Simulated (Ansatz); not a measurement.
For HfO2 (P4₂/nmc, No. 137; high-temperature phase), PBE-D4 (Ansatz, a quantum-chemistry and plane-wave program, PAW) gives:

```
Property                     Result
-------------------  --------------
lattice constant a          3.589 Å
lattice parameter c         5.223 Å
formation enthalpy   -3.522 eV/atom
```

What does r²SCAN-D4 (plane waves, PAW; Ansatz) give for the same quantities?


- lattice constant a: 3.571 Å (shrinks by 0.5 %)
- lattice parameter c: 5.189 Å (drops by 0.7 %)
- formation enthalpy: -3.807 eV/atom (moves by -0.285 eV/atom)

Changes are worked out from the printed values.

Unless a cell is named, each level is at its own relaxed cell (PBE-D4 11.21, r²SCAN-D4 11.03 Å³/atom).

Levels without +SOC leave out spin–orbit coupling, which shifts energies and cells of such heavy elements.

Caveats: the relaxation could not lower the start's symmetry, so the cell can be a saddle point above a distorted one (PBE-D4, r²SCAN-D4). Ansatz's density-functional and Hartree–Fock values are scalar-relativistic unless marked +SOC, with PAW data made under PBE.
